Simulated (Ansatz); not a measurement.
A computed series for CoPdO2: pressure series

Consider CoPdO₂ (space group R-3m, No. 166; a = 2.862 Å, c = 17.834 Å (hexagonal axes); non-magnetic).

Cell and atoms are relaxed at each pressure.

Levels (all Ansatz, a quantum-chemistry and plane-wave program, PAW): PBE (420 eV, without spin-orbit coupling); r2SCAN (500 eV, no spin-orbit coupling).

The base cell above is that of PBE; each level relaxes its own structures.

```tsv
case	lattice parameter a, PBE	lattice parameter a, r2SCAN
pressure −2 GPa	2.874 Å	2.836 Å
pressure −1 GPa	2.868 Å	2.831 Å
pressure 1.8 GPa	2.851 Å	2.817 Å
pressure 4.2 GPa	2.838 Å	2.805 Å
pressure 9 GPa	2.813 Å	2.783 Å
pressure 18 GPa	2.772 Å	2.746 Å
pressure 30 GPa	2.726 Å	2.705 Å
pressure 45 GPa	2.678 Å	2.660 Å
pressure 60 GPa	2.637 Å	2.622 Å
```

PBE lies above r2SCAN in every row, by 0.015 Å to 0.038 Å. They put the cases in the same order.

Load acts through the strain it causes; cell and atoms are relaxed under it. Whether these cells are dynamically stable was not tested. No other phases were tried under pressure. Seeded moments were not kept for the base. No Hubbard U is applied and the magnetic state is the run's own (CoPdO2 not spin-polarised; CoPdO2 non-magnetic); small cells can't hold the antiferromagnetic order that many such compounds have, so gaps and moments can be off. The final runs are not spin-polarised. An odd electron count without spin: CoPdO2.
